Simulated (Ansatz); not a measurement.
The reference is ZrSe$_{2}$ in the CdI2 type structure (space group P-3m1, No. 164; a = 3.735 Å, c = 6.032 Å; layered, stacked along the Cartesian z axis). Axes: x lies along a and z along c of the hexagonal cell.

Level of theory: DFT with PBE-D3(BJ), PAW potentials and a 420 eV plane-wave cutoff in Ansatz (an electronic-structure program), no spin-orbit coupling.

Before the change:

| Quantity | Value |
|---|---|
| Pressure | 0.0 GPa |
| Shortest interatomic distance | 2.684 Å |

It is then changed as follows: biaxial strain −0.50 %, plane normal [001], relaxed out of plane (Cartesian); in-plane vectors clamped, the third vector and the atoms free.

Task: What happens to the pressure and shortest interatomic distance?

Result: The pressure (mean of the normal stresses, compression positive) goes from zero to 0.4 GPa; the shortest interatomic distance drops by 0.0036 Å (2.684 Å → 2.681 Å).

Stability against distortions was not tested. All final runs are without spin polarisation. Gaps under 0.05 eV, about the width of the smearing, are given as zero.
